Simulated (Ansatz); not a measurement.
The cell is made up: elements placed on another compound's structure type, so the phase may be hypothetical.

Tunnelling through a barrier is set by its complex band structure: the current falls as exp(−2κd) with the smallest κ.

Consider the following.

```yaml
crystal:
  lattice:
    - [5.87468, 0.00000, 0.00000]
    - [0.00000, 5.87468, 0.00000]
    - [0.00000, 0.00000, 5.87468]
  atoms:
    - { symbol: B, position: [0.75000, 0.00000, 0.50000] }
    - { symbol: B, position: [0.50000, 0.75000, 0.00000] }
    - { symbol: B, position: [0.50000, 0.25000, 0.00000] }
    - { symbol: B, position: [0.25000, 0.00000, 0.50000] }
    - { symbol: B, position: [0.00000, 0.50000, 0.75000] }
    - { symbol: B, position: [0.00000, 0.50000, 0.25000] }
    - { symbol: As, position: [0.75000, 0.50000, 0.00000] }
    - { symbol: As, position: [0.00000, 0.75000, 0.50000] }
    - { symbol: As, position: [0.00000, 0.25000, 0.50000] }
    - { symbol: As, position: [0.25000, 0.50000, 0.00000] }
    - { symbol: As, position: [0.50000, 0.00000, 0.75000] }
    - { symbol: As, position: [0.50000, 0.00000, 0.25000] }
```

Space group of this cell: Pm-3n. The cell was relaxed by PBE-D3(BJ); by r2SCAN its mean pressure is 0.9 GPa.

Transport runs along the normal of the first two printed cell vectors.

The gap is the functional's own. No spin-orbit coupling. Mid-gap values are interpolated on the energy grid.

Question: Give the band gap and the smallest decay constant κ at mid-gap that Ansatz (an electronic-structure program) with r2SCAN yields.

Answer: Gap 0.65 eV on a 6×6×6 mesh; κ = 0.105 1/Å, at the zone centre.
